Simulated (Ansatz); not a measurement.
## SnO under a change: O interstitial (started 2.27 Å from the nearest host atom), symmetric start

Take a 16-atom supercell of SnO in the litharge type structure (space group P4/nmm, No. 129; a = 3.8371 Å, c = 4.7586 Å; layered, stacked along the Cartesian z axis) at its relaxed geometry as the base.

Now apply this change: one O atom is added in an open site, starting 2.27 Å from the nearest host atom, atoms relaxed at fixed cell.

Computed with PBE-D3(BJ)/PAW in Ansatz (a program for electronic structure), scalar-relativistic without spin-orbit coupling. Γ-centred 6×6×6 mesh, Fermi–Dirac width 0.05 eV.

The final site of the added atom is 4 Sn at 2.27 Å (tetrahedral).

In so small a cell the defect repeats every few ångströms: this is an ordered compound, not a dilute defect. The defect started on the symmetric site and kept its symmetry, so it may sit on a saddle. The final runs are not spin-polarised. The defect cell is not spin-polarised.
